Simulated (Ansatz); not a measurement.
## Work function of Sr(111) slab by several functionals

All runs by Ansatz (plane waves, PAW, no spin-orbit coupling): 7 layers on the in-plane lattice of PBE, ions relaxed at each level.

```json
[
 {"level": "LDA", "work function (eV)": "…", "rough cost against PBE (one kind of shared host)": "within a factor of 2"},
 {"level": "PBE", "work function (eV)": "…", "rough cost against PBE (one kind of shared host)": "1"},
 {"level": "PBEsol", "work function (eV)": "2.60", "rough cost against PBE (one kind of shared host)": "within a factor of 2"},
 {"level": "r2SCAN", "work function (eV)": "2.75", "rough cost against PBE (one kind of shared host)": "about 2 times"}
]
```

Problem. What belongs in the gaps?

Solution. 
- LDA, work function (eV): 2.68
- PBE, work function (eV): 2.61

Problem. Which level lies nearest to measurement, and on which side does PBE miss?

Solution. Measured (a polycrystalline sample, not this face): 2.59 eV (measured; Richard Tran, Xiang-Guo Li, Joseph H. Montoya et al., Surface Science (2019), arXiv:1902.07811). Misses: LDA +0.09, PBE +0.02, PBEsol +0.01, r2SCAN +0.16 eV. Nearest is PBEsol, though measured values of one face scatter by 0.1 eV or more.

Ansatz is a program for electronic structure.
